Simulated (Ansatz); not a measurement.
For In3Pd2 (P-3m1, No. 164; structure not from a measured cell), LDA in Ansatz (plane waves, PAW) gives:

| Item | Value |
|---|---|
| lattice constant a | 4.489 Å |
| c axis length | 5.446 Å |

Q: What does r²SCAN in Ansatz (plane waves, PAW) give for the same quantities?

A: 
- lattice constant a: 4.564 Å (increases by 1.7 %)
- lattice parameter c: 5.535 Å (rises by 1.6 %)

Changes are worked out from the printed values.

Unless a cell is named, each level is at its own relaxed cell (LDA 19.01, r²SCAN 19.97 Å³/atom).

Caveats: the relaxation could not lower the start's symmetry, so the cell can be a saddle point above a distorted one (LDA, r²SCAN). Ansatz's density-functional and Hartree–Fock values are scalar-relativistic unless marked +SOC, with PAW data made under PBE.

Ansatz is an electronic-structure program.
